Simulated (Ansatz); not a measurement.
Input:

```
CELL_PARAMETERS angstrom
      4.65856     0.00000     0.00000
      0.00000     4.65856     0.00000
      0.00000     0.00000     4.65856
ATOMIC_POSITIONS crystal
  Be 0.15453 0.34547 0.65453
  Be 0.34547 0.65453 0.15453
  Be 0.65453 0.15453 0.34547
  Be 0.84547 0.84547 0.84547
  Au 0.84739 0.65261 0.34739
  Au 0.65261 0.34739 0.84739
  Au 0.34739 0.84739 0.65261
  Au 0.15261 0.15261 0.15261
```

Method: PBEsol, DFPT electron-phonon coupling, linearised Boltzmann equation (plane waves, PAW, scalar-relativistic; Ansatz, a program for electronic structure). Cell: relaxed with this functional, without spin-orbit coupling.

Problem. Estimate the phonon-limited resistivity at 300 K, by direction if it differs.

Solution. 23 μΩ·cm.

Problem. How long is the mean free path there?

Solution. 7.9 nm, weighted by the current that each state carries. Wires not much wider than this gain resistivity from their walls.

A metal at this level (no band gap). Only scattering by harmonic phonons is included (no impurities, grain boundaries, electron-electron scattering or thermal expansion). Spin-orbit coupling is left out, which matters with elements this heavy. Halving the electron mesh (20x20x20) moves the resistivity by up to 1 % at 300 K, the mean free path by up to 7 %. Smearing 0.20 eV; phonons on a 3x3x3 q mesh, which this run doesn't test.

Formula and space group known from diffraction (Crystallography Open Database), not checked to be the room-temperature form: BeAu (P2_13).
